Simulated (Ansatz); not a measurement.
Density of states of MgRh (Pm-3m) near the Fermi level, PBEsol, rigid bands in Ansatz (a first-principles code).

```
E − E_F (eV) | states/eV/cell
    -1.95 | ########## 1.75
    -1.85 | ######## 1.35
    -1.75 | ######## 1.36
    -1.65 | ########## 1.69
    -1.55 | ############### 2.56
    -1.45 | ################# 2.94
    -1.35 | ################# 2.93
    -1.25 | #################### 3.49
    -1.15 | ################### 3.35
    -1.05 | ############### 2.72
    -0.95 | #################### 3.48
    -0.85 | ############################## 5.26
    -0.75 | ############################ 4.95
    -0.65 | ###################### 3.86
    -0.55 | ################### 3.42
    -0.45 | ################## 3.12
    -0.35 | ################# 2.91
    -0.25 | ################ 2.73
    -0.15 | ############# 2.29
    -0.05 | ######## 1.37
     0.05 | ##### 0.92
     0.15 | ##### 0.87
     0.25 | ##### 0.83
     0.35 | #### 0.79
     0.45 | #### 0.75
     0.55 | #### 0.71
     0.65 | #### 0.68
     0.75 | ### 0.54
     0.85 | ## 0.32
     0.95 | ## 0.30
     1.05 | ## 0.29
     1.15 | ## 0.28
     1.25 | ## 0.28
     1.35 | ## 0.28
     1.45 | ## 0.29
     1.55 | ## 0.32
     1.65 | ## 0.40
     1.75 | ###### 1.02
     1.85 | ####### 1.17
     1.95 | ##### 0.96
```

Problem. How far does the Fermi level move in a rigid band for 0.1 electron a cell added or removed?

Solution. 105 meV and -75 meV.

A metal at this level (no band gap); rigid bands, thermally averaged at 300 K, both spins. Spin-orbit coupling is left out. Geometry: cell and atoms relaxed with PBEsol.

Formula and space group known from diffraction (Crystallography Open Database), not checked to be the room-temperature form: MgRh (Pm-3m).
